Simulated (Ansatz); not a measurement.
# BaHfS₃ (Pnma, No. 62; cell taken from a computed entry)

These are HSE06 (Ansatz, a program for electronic structure, plane waves, PAW) values and carry that method's errors.

Settings: plane-wave cutoff 460 eV, 4×2×4 k mesh (along the axes of the cell as run), Fermi–Dirac smearing 0.01 eV, scalar-relativistic PAW data made under PBE.

Cell: relaxed with PBEsol: a = 7.0078 Å, b = 9.8569 Å, c = 6.9076 Å, α = 90.00°, β = 90.00°, γ = 90.00°.

```json
{
  "band_gap": "2.02 eV (on the SCF k mesh)"
}
```

Note: cell and atoms aren't relaxed at this level (largest force component 0.05 eV/Å, pressure 2.5 GPa).

Spin–orbit coupling is not included.
